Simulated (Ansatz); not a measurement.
```
CELL_PARAMETERS angstrom
      2.50046     0.00000     0.00000
     -1.25023     2.16546     0.00000
      0.00000     0.00000     6.21934
ATOMIC_POSITIONS crystal
  B  0.66667 0.33333 0.25000
  B  0.33333 0.66667 0.75000
  N  0.33333 0.66667 0.25000
  N  0.66667 0.33333 0.75000
```

No spin polarisation.

Calculations: Ansatz (a program for electronic structure), PBEsol-D3(BJ), PAW, cutoff 420 eV, scalar-relativistic without spin-orbit coupling. k-mesh 15×15×5 (Γ-centred); smearing 0.05 eV (Fermi–Dirac).

Question: Predict the stress, space group and smallest direct gap.

Answer: The stress (xx, yy, zz, yz, xz, xy; compression positive) comes out as (0.05, 0.05, 1.19, 0.00, 0.00, 0.00) GPa, the space group comes out as P6_3/mmc (No. 194) and the smallest direct gap is 4.38 eV.

The cells carry an imposed strain or load. Whether these cells are dynamically stable was not tested. The cell was made from BN (space group P6_3/mmc, No. 194; layered, stacked along the Cartesian z axis) by this change: uniaxial strain ε_zz = −3.00 %.
